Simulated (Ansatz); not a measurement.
System: GdPd (Cmcm, No. 63). Method: r²SCAN in Ansatz (PAW).

Run with plane-wave cutoff 560 eV, 16×16×12 k mesh (along the axes of the cell as run), Fermi–Dirac smearing 0.05 eV, spin-polarised with parallel moments, scalar-relativistic PAW data made under PBE.

Computed at the level's own relaxed cell.

### Question
Give the computed bulk modulus B0.

### Answer

- bulk modulus B0 = 84.2 GPa

Note: the magnetic order was assumed, not searched for or taken from measurement; the bulk modulus is −V dP/dV from two relaxed cells at ±2 % in volume; the 4f shell is treated without U or exact exchange, so its levels and filling can be wrong.

Spin–orbit coupling is not included.

Computed values are for the static lattice.

Ansatz is an electronic-structure program.
